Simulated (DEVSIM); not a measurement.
System: Al/Al2O3/SiO2/n-Si capacitor, at 250 K.

Layer 1 from the left is Al2O3, thickness (nm) 25.0. Layer 2 from the left is SiO2, thickness (nm) 1.40. Layer 3 from the left is Si, thickness (nm) 12000, Nd (cm⁻³) 2.2e15.

Metal gate on the left, work function 4.1 eV. Fixed charge at the semiconductor interface -5.5e10 cm⁻² (in units of +e); no interface traps.

This is a model device: material constants are rounded textbook-type values typed into the input, and sizes, dopings and lifetimes were drawn at random. Values at 300 K; Nc and Nv go as T^1.5, mobilities as T to minus their exponent, the gap by Varshni's rule with the affinity fixed.

Al2O3: gap (eV) 6.8, affinity (eV) 1.35, permittivity 9. SiO2: gap (eV) 9, affinity (eV) 0.9, permittivity 3.9. Si: gap (eV) 1.124, affinity (eV) 4.05, permittivity 11.7, Nc (cm⁻³) 2.86e19, Nv (cm⁻³) 3.1e19, Varshni α (eV/K) 0.000473, Varshni β (K) 636.

**Question.** Estimate by hand the flat-band voltage, the threshold voltage, and compare with a numerical solution.

**Answer.** 
- Flat-band voltage: C = 0.282 μF/cm², work-function difference -0.148 V; VFB = φms − qNf/C = -0.12 V; numerical -0.12 V.
- Threshold voltage: φF = 0.369 V, depletion charge √(4εqNφF) = 2.32e-8 C/cm²; VT = VFB − 2φF − Qd/C = -0.94 V; numerical -0.94 V.

Simulated with DEVSIM: 1D Poisson equation in equilibrium, Boltzmann statistics, complete ionisation; no quantum confinement or tunnelling. Metal contacts follow the ideal Schottky-Mott rule: no Fermi-level pinning, no interface dipoles.
